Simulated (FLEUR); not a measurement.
Input and output of a self-consistent single point for NiSb (P6_3/mmc, 4 atoms in the cell) (FLEUR).

Level of theory: PBE, all-electron FLAPW (FLEUR), scalar-relativistic valence run with FLEUR.

The change in words: lattice scaled by 0.98. Reference geometry:
```
NiSb
1.0
    1.97836    -3.42662     0.00000
    1.97836     3.42662     0.00000
    0.00000     0.00000     5.16488
Ni Sb
2 2
Cartesian
  0.00000   0.00000   2.58244
  0.00000   0.00000   0.00000
  1.97836   1.14221   1.29122
  1.97836  -1.14221   3.87366
```

Reference input (self-consistent single point, DFT, PBE, all-electron FLAPW (FLEUR), scalar-relativistic valence): Kmax = 4.3 1/bohr; GmaxXC = 15 1/bohr; xcFunctional = pbe; jspins = 1; l_soc = F; mode = gauss; fermiSmearingEnergy = 0.00734986 Htr; mesh (inpgen div1-3) = 8 8 5; inpgen gamma flag = true; Gmax = 15 1/bohr; numbands = 0; maxIterBroyd = 40. This run's input differs from it in these lines:

```diff
@@ -3,5 +3,5 @@
 &input film=f /
-1.9783621444 -3.4266237499 0.0000000000
-1.9783621444 3.4266237499 0.0000000000
-0.0000000000 0.0000000000 5.1648840000
+1.9387951601 -3.3580917227 0.0000000000
+1.9387951601 3.3580917227 0.0000000000
+0.0000000000 0.0000000000 5.0615860000
 1.8897261246
@@ -45,5 +45,5 @@
          <bravaisMatrix>
-            <row-1>    3.7385626281923572    -6.4753804193608460     0.0000000000000000</row-1>
-            <row-2>    3.7385626281923572     6.4753804193608460     0.0000000000000000</row-2>
-            <row-3>    0.0000000000000000     0.0000000000000000     9.7602162253285449</row-3>
+            <row-1>    3.6637918642890095    -6.3458736571892080     0.0000000000000000</row-1>
+            <row-2>    3.6637918642890095     6.3458736571892080     0.0000000000000000</row-2>
+            <row-3>    0.0000000000000000     0.0000000000000000     9.5650112961096152</row-3>
          </bravaisMatrix>
```

Output (repeated stretches shortened):

```
 Iteration:     1   Distance:      25.46058065 me/bohr^3
 Iteration:     2   Distance:      16.90398428 me/bohr^3
 Iteration:     3   Distance:       9.26387936 me/bohr^3
 Iteration:     4   Distance:      14.50083554 me/bohr^3
 Iteration:     5   Distance:      13.89794661 me/bohr^3
   [... 9 lines left out ...]
 Iteration:    15   Distance:       0.00020788 me/bohr^3
 Iteration:    16   Distance:       0.00049432 me/bohr^3
 Iteration:    17   Distance:       0.00021555 me/bohr^3
 Iteration:    18   Distance:       0.00000986 me/bohr^3
 Run finished successfully
 Stop message:
   Structural relaxation: Done

[file out, last iteration]
             iter=     19
[...]
          total density-effective poten   -2.6349483394E+04
          total charge density-energy d   -4.6895048566E+02
 Updated energy parameters for spin:           1
[...]
 fermi energy and band-weighting factors:

[...]
FERMIE:
          first approx. to ef    (T=0)  :   0.412122 htr   (energy of the highest occ. eigenvalue)
          number of occ. states  (T=0)  :        925
          first approx. to seigv (T=0)  : -28.230179 htr
          sum of weights of occ. states :  31.015625
          sum of semicore charge        :   0.000000 e
          fermi energy=   0.41312 har   work function= -11.24168 ev
          number of valence electrons=  62.00000
     band-weighting factor for spin=    1
   [... lines left out ...]
          total moment                 =     0.00000
 Direct bandgap for spin            1 :    1.7766073824912409E-002  Htr
 ---->    free energy=                    -16008.9852172430 htr
   [... lines left out ...]
      extrapolation for T->0
 ---->    total electron energy=          -16008.9852172430 htr
 ***** TOTAL FORCES ON ATOMS *****
 TOTAL FORCE FOR ATOM TYPE=  1  X=  0.000   Y=  0.000   Z=  4.783
                       FX_TOT= 0.000000 FY_TOT= 0.000000 FZ_TOT= 0.000000
 TOTAL FORCE FOR ATOM TYPE=  2  X=  0.000   Y= -4.231   Z=  2.391
                       FX_TOT= 0.000000 FY_TOT= 0.000000 FZ_TOT= 0.000000
 Structural relaxation: Done
```

The run converged in 18 iterations. FLEUR gives forces in its relaxation mode, with a further iteration, so its stop message speaks of a relaxation. Against the reference run the total energy rises by 32.3 meV/atom.

The starting cell has typed, rounded lattice constants, without a prior relaxation at this level. Its lattice was rescaled by a random factor within 2.5 % of one. For this run, on top of that: lattice scaled by 0.98. Spin-orbit coupling is off. Spin polarisation is off. Values depend on the basis (sphere radii, cutoffs, local orbitals), which need not be converged. The log's line on a gap gives a spacing of levels on this mesh, which the program prints for metals too.

Cost on one core of a shared machine: roughly 3 min.
